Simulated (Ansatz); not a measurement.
# Do energy and pressure agree? Two volumes of Co (P-3m1, 2 atoms in the cell)

```yaml
crystal:
  lattice:
    - [1.26127, -2.18459, 0.00000]
    - [1.26127, 2.18459, 0.00000]
    - [0.00000, 0.00000, 4.09035]
  atoms:
    - { symbol: Co, position: [0.33333, 0.66667, 0.26222], spin: 2.0 }
    - { symbol: Co, position: [0.66667, 0.33333, 0.75000], spin: 2.0 }
```
(The spins are starting values, not results.)

Computed with LDA (PW92), default PAW files made with PBE (plane waves; Ansatz, a quantum-chemistry and plane-wave program).

Settings: basis.ecutwfc = 1010 eV; kpoints.mp_grid.grid = 13 13 7; hamiltonian.xc = lda; hamiltonian.pseudopotentials = {kind: paw} (the program's default PAW files); magnetization.spin_polarized = true; scf.occupations.method = fermi_dirac; scf.occupations.width = 0.1 eV. This cutoff ends a ladder whose last two steps agree within 1 meV/atom.

The second cell is the first with its lattice scaled by 0.98, at the same fractional positions.

The starting cell has typed, rounded lattice constants, without a prior relaxation at this level. Its lattice was rescaled by up to half a per cent. One atom was moved a little off its site on purpose. The magnetic order is the one reached from the typed start; others were not searched systematically. Ansatz's pressure includes its estimate of the finite-basis (Pulay) stress.

Net moments: 1.60 and 1.56 μB/atom.

| cell | volume (Å³/atom) | pressure (GPa) | F less the first cell's (meV/atom) |
|---|---|---|---|
| first | 11.2704 | -23.91 | 0.00 |
| second | 10.6076 | -13.20 | ? |

Q: Estimate the energy of the second cell from the pressures, and the bulk modulus between the two volumes.

A: With P = −dF/dV, the trapezoid gives ΔF ≈ −(P₁ + P₂)/2 · ΔV = −(-18.555 GPa) · (-0.6628 Å³) = -76.76 meV/atom (1 eV/Å³ = 160.22 GPa). The modulus at fixed fractional positions is B = −ΔP/Δln V = 177 GPa, a mean over the interval; zero pressure lies outside it, so this is not the modulus at equilibrium. P(V) is curved, so the trapezoid lies high by about |ΔV|³·B·(1 + B′)/(12·V̄²) = 1.12 meV/atom for an assumed B′ = 4, which leaves -77.88 meV/atom. The runs gave -78.15 meV/atom, a miss of 0.27 meV/atom. Cases were kept where this miss is small, so the page shows the method and is no test of it.

Left out of this page: 15 runs of the series outside the window shown, repeating another row's setting, or not comparable.

Keys are those of Ansatz 0.2.
